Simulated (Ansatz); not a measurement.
The structure below was relaxed with PBEsol (Ansatz, a quantum-chemistry and plane-wave program, PAW, spin-orbit coupling left out), at pressure 50 GPa.

```xyz
6
Lattice="4.0732 0.0000 0.0000 0.0000 5.0419 0.0000 0.0000 0.0000 3.1465" Properties=species:S:1:pos:R:3 pbc="T T T"
Fe     2.0366     2.5209     1.5733
Fe     0.0000     0.0000     0.0000
S      2.8628     4.4081     1.5733
S      0.8261     3.1547     0.0000
S      3.2471     1.8872     0.0000
S      1.2105     0.6338     1.5733
```

Problem. Find the space group and the Wyckoff positions.

Solution. Space group Pnnm (No. 58); a = 4.0732 Å, b = 5.0419 Å, c = 3.1465 Å, α = 90.00°, β = 90.00°, γ = 90.00°

```tsv
atom	site	symmetry	x	y	z
Fe	2a	..2/m	0.0000	0.0000	0.0000
S	4g	..m	0.2028	0.6257	0.0000
```

Problem. Describe the coordination.

Solution. The crystal has 6 atoms in its conventional cell. Conventional cell: a = 4.0732 Å, b = 5.0419 Å, c = 3.1465 Å, α = 90.00°, β = 90.00°, γ = 90.00°. Fe sees 6 S at 2.060–2.084 Å (octahedral). S has 3 Fe at 2.060–2.084 Å and 1 S at 2.082 Å (tetrahedral). (Neighbours: up to the widest gap in distance over summed covalent radii, below 1.35, at either atom; cation-cation and far metal-metal contacts left out.)

Load acts through the strain it causes; cell and atoms are relaxed under it. No phonon test of stability was made. Competing high-pressure phases were not computed. All final runs are without spin polarisation. The cell was made from FeS2 (space group Pnnm, No. 58; non-magnetic) by this change: pressure 50 GPa.
